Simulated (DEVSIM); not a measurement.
Device: W/SiON/SiO2/n-Si capacitor, at 400 K.

```csv
layer (left to right),material,thickness (nm),Nd (cm⁻³)
1,SiON,4.30,-
2,SiO2,1.30,-
3,Si,2600,4.7e16
```

Metal gate on the left, work function 4.6 eV. Fixed charge at the semiconductor interface 1.1e10 cm⁻² (in units of +e); no interface traps.

This is a model device: material constants are rounded textbook-type values typed into the input, and sizes, dopings and lifetimes were drawn at random. Values at 300 K; Nc and Nv go as T^1.5, mobilities as T to minus their exponent, the gap by Varshni's rule with the affinity fixed.

```tsv
parameter	SiON	SiO2	Si
gap (eV)	7	9	1.124
affinity (eV)	1.4	0.9	4.05
permittivity	5.5	3.9	11.7
Nc (cm⁻³)	-	-	2.86e19
Nv (cm⁻³)	-	-	3.1e19
Varshni α (eV/K)	-	-	0.000473
Varshni β (K)	-	-	636
```

Simulated with DEVSIM: 1D Poisson equation in equilibrium, Boltzmann statistics, complete ionisation; no quantum confinement or tunnelling. Metal contacts follow the ideal Schottky-Mott rule: no Fermi-level pinning, no interface dipoles.

Task: Tabulate band edges, carrier densities and field at -0.2 V on the gate.

Result: Energies count from the Fermi level of the right contact; mesh points crowd at the junctions.

| x (μm) | Ec (eV) | Ev (eV) | n (cm⁻³) | p (cm⁻³) | field (V/cm) |
|---|---|---|---|---|---|
| 0.000 | 3.400 | -3.600 | < 1e2 | < 1e2 | -160000 |
| 0.001092 | 3.382 | -3.618 | < 1e2 | < 1e2 | -160000 |
| 0.002630 | 3.357 | -3.643 | < 1e2 | < 1e2 | -160000 |
| 0.003891 | 3.337 | -3.663 | < 1e2 | < 1e2 | -160000 |
| 0.004950 | 3.816 | -5.184 | < 1e2 | < 1e2 | -230000 |
| 0.005640 | 0.651 | -0.446 | 2.8e11 | 1.2e14 | -74000 |
| 0.007147 | 0.639 | -0.457 | 3.9e11 | 8.3e13 | -73000 |
| 0.01218 | 0.604 | -0.493 | 1.1e12 | 2.9e13 | -70000 |
| 0.02130 | 0.543 | -0.553 | 6.3e12 | 5.1e12 | -63000 |
| 0.04246 | 0.426 | -0.670 | 1.9e14 | 1.7e11 | -48000 |
| 0.08729 | 0.283 | -0.814 | 1.2e16 | 2.7e9 | -18000 |
| 0.2494 | 0.236 | -0.861 | 4.7e16 | 6.9e8 | -16 |
| 0.5382 | 0.236 | -0.861 | 4.7e16 | 6.9e8 | ≈ 0 |
| 1.208 | 0.236 | -0.861 | 4.7e16 | 6.9e8 | ≈ 0 |
| 2.103 | 0.236 | -0.861 | 4.7e16 | 6.9e8 | ≈ 0 |
| 2.376 | 0.236 | -0.861 | 4.7e16 | 6.9e8 | ≈ 0 |
| 2.504 | 0.236 | -0.861 | 4.7e16 | 6.9e8 | ≈ 0 |
| 2.560 | 0.236 | -0.861 | 4.7e16 | 6.9e8 | ≈ 0 |
| 2.591 | 0.236 | -0.861 | 4.7e16 | 6.9e8 | ≈ 0 |
| 2.599 | 0.236 | -0.861 | 4.7e16 | 6.9e8 | ≈ 0 |
| 2.603 | 0.236 | -0.861 | 4.7e16 | 6.9e8 | ≈ 0 |
| 2.606 | 0.236 | -0.861 | 4.7e16 | 6.9e8 | ≈ 0 |
